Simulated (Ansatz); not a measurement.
This Ansatz (a quantum-chemistry and plane-wave program) input is the reference run, HgTe in the zinc blende structure (space group F-43m, No. 216), computed with PBEsol (Ansatz, PAW, no spin-orbit coupling):

Ansatz 0.2 input:
```yaml
crystal:
  lattice:
    - [0, 3.2548909477, 3.2548909477]
    - [3.2548909477, 0, 3.2548909477]
    - [3.2548909477, 3.2548909477, 0]
  atoms:
    - { symbol: Hg, position: [0, 0, 0] }
    - { symbol: Te, position: [0.25, 0.25, 0.25] }
basis: { ecutwfc: 420, ecutrho_ratio: 4, xc_grid: 2, fft_grid_basis: typed }
kpoints: { mp_grid: { grid: [9, 9, 9] } }
hamiltonian:
  xc: pbesol
  dispersion: none
  pseudopotentials: { kind: paw }
scf: { occupations: { method: fermi_dirac, width: 0.05 }, convergence: { dr2_threshold: 0.0000000002 } }
output: { forces: true, stress: true }
checkpoint: { write: state.ck, write_every: 1000 }
```

**Question.** Write the input for this change: tensile biaxial strain of 1.50 % in the plane normal to [001], as in epitaxy on a mismatched substrate; the out-of-plane cell vector and the atoms relax.

**Answer.** 
Ansatz 0.2 input:
```yaml
crystal:
  lattice:
    - [4.6721575861, 0, 0]
    - [0, 4.6721575861, 0]
    - [2.3360787931, -2.3360787931, 3.2304792656]
  atoms:
    - { symbol: Hg, position: [0, 0, 0] }
    - { symbol: Te, position: [0.75, 0.75, 0.5] }
basis: { ecutwfc: 420, ecutrho_ratio: 4, xc_grid: 2, fft_grid_basis: typed }
kpoints: { mp_grid: { grid: [9, 9, 9] } }
hamiltonian:
  xc: pbesol
  dispersion: none
  pseudopotentials: { kind: paw }
scf: { occupations: { method: fermi_dirac, width: 0.05 } }
relax: { f_tol: 0.005, max_steps: 50, cell: { stress_tol: 0.01, fix: [a, b, gamma] } }
output: { forces: true, stress: true }
checkpoint: { write: state.ck, write_every: 1000 }
```
This is the input that was run; other choices of cell and start would serve too.

Stability against distortions was not tested. The final runs are not spin-polarised.
